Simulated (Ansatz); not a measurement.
Effect of pressure 3 GPa on SrCl2

Base system: SrCl₂ in the fluorite structure (space group Fm-3m, No. 225; a = 6.908 Å).

It is then changed as follows: a hydrostatic pressure of 3 GPa.

Level of theory: PBEsol/PAW in Ansatz (a program for electronic structure), without spin-orbit coupling. Γ-centred 8×8×8 mesh, Fermi–Dirac width 0.05 eV.

The volume per atom shrinks by 1.79 Å³ (27.47 Å³ → 25.68 Å³) and the density grows by 0.223 g/cm³, from 3.19 g/cm³ to 3.42 g/cm³. The lattice parameter a decreases by 15.4 pm (690.8 pm → 675.4 pm) and the shortest interatomic distance falls by 6.65 pm to 292.5 pm. The enthalpy H = E + PV relative to the base's energy amounts to +0.50 eV/atom and the band gap grows by 0.023 eV to 5.28 eV. The gap character changes from indirect, X → Γ to direct at X and the electron mass becomes 0.92 mₑ along k, 0.60 mₑ across (at X) (base: 0.37 mₑ (at Γ)).

Cost of the whole job for the changed cell (relaxation, final SCF and bands): around 26 core-seconds (rough).

Load acts through the strain it causes; cell and atoms are relaxed under it. Effective masses come from finite differences of ±0.01 Å⁻¹. Along k means along the line from Γ to the band edge. Whether these cells are dynamically stable was not tested.
